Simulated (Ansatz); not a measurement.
Defect: V-vacancy pair (V on one host W site, one W site vacant) in bcc W, neutral cell. Level of theory: PBE, PAW (plane waves to 420 eV; Ansatz, a program for electronic structure).

36-site cell at the relaxed PBE lattice, a 2×2×3 k-point mesh shifted by half a step, smearing 0.10 eV, spin-restricted, no finite-size correction. Energies are static. Spin-orbit coupling is left out. Forms of the defect that were not tried may lie lower.

Barriers: single points on a 3×3×5 k-point mesh shifted by half a step at the bands' geometries.

Relaxed starting cell (atoms counted from 1):

```
CELL_PARAMETERS angstrom
      9.55287     0.00000     0.00000
      0.00000     9.55287     0.00000
      0.00000     0.00000     6.36858
ATOMIC_POSITIONS crystal
  V  0.00009 0.00021 0.00443
  W  0.00105 0.00125 0.49851
  W  0.00141 0.33038 0.00564
  W  0.00147 0.33073 0.49794
  W  0.99969 0.66735 0.00131
  W  0.99994 0.66674 0.50187
  W  0.33014 0.00159 0.00570
  W  0.33064 0.00167 0.49803
  W  0.33116 0.33132 0.00568
  W  0.33146 0.33160 0.49918
  W  0.33224 0.66672 0.00158
  W  0.33212 0.66728 0.50216
  W  0.66720 0.99983 0.00132
  W  0.66657 0.00011 0.50188
  W  0.66655 0.33242 0.00159
  W  0.66711 0.33231 0.50217
  W  0.66619 0.66635 0.00218
  W  0.66680 0.66699 0.50152
  W  0.16578 0.16597 0.75247
  W  0.16610 0.49807 0.25193
  W  0.16604 0.49841 0.75202
  W  0.16530 0.83552 0.25102
  W  0.16494 0.83612 0.75377
  W  0.49786 0.16630 0.25197
  W  0.49820 0.16623 0.75209
  W  0.49924 0.49945 0.25195
  W  0.49810 0.49831 0.75174
  W  0.49916 0.83360 0.25180
  W  0.49767 0.83467 0.75191
  W  0.83531 0.16550 0.25103
  W  0.83593 0.16513 0.75372
  W  0.83338 0.49938 0.25179
  W  0.83445 0.49788 0.75185
  W  0.83427 0.83445 0.25011
  W  0.83433 0.83453 0.75194
```

End state 1 differs by these moves (Å; atoms that move under 0.08 Å are left out):

```csv
atom,element,Δx,Δy,Δz
1,V,1.58,1.58,1.56
```

Q: What is the computed forward and backward barriers to end state 1 (PBE, PAW)?

A: forward 1.27 eV, backward 1.27 eV; at the saddle point atom 1 has neighbours 2 W at 2.65, W at 2.67, 2 W at 2.69, W at 2.72, W at 3.31, 2 W at 3.32 Å. The saddle point's order was not checked, and it lies on a symmetry element of the cell, where a band can be held.
